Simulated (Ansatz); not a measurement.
System: cubic perovskite CsHgBr3 (idealised or unconfirmed structure). Method: PBE0 (Ansatz, a quantum-chemistry and plane-wave program, PAW).

Run with plane-wave cutoff 460 eV, 6×6×6 k mesh, Fermi–Dirac smearing 0.05 eV, scalar-relativistic PAW data made under PBE.

Energies at three volumes about the minimum:

```json
[
 {"V (Å³/atom)": "34.366", "E − E_lowest (meV/atom)": "2.38"},
 {"V (Å³/atom)": "35.247", "E − E_lowest (meV/atom)": "0.00"},
 {"V (Å³/atom)": "35.825", "E − E_lowest (meV/atom)": "0.49"}
]
```

Task: Fit a parabola by hand: where is the minimum, what lattice constant follows, and what is the bulk modulus?

Result: Slopes: (0.00 − 2.38)/(35.247 − 34.366) = -2.701 and (0.49 − 0.00)/(35.825 − 35.247) = 0.848 meV/Å³. Curvature E″ = 2 × (0.848 − (-2.701))/(35.825 − 34.366) = 4.865 meV/Å⁶. From the middle of the first interval, the slope vanishes at V0 = 34.8065 − (-2.701)/4.865 = 35.362 Å³/atom. B = V0 E″ = 35.362 × 4.865 meV/Å³ × 0.1602 GPa per meV/Å³ = 27.6 GPa. With 5 atoms in the cube, a = (5 × 35.362)^(1/3) = 5.613 Å. The full Birch–Murnaghan fit to all volumes gives V0 = 35.346 Å³/atom and B0 = 26.8 GPa.

Note: the relaxation could not lower the start's symmetry, so the cell can be a saddle point above a distorted one.
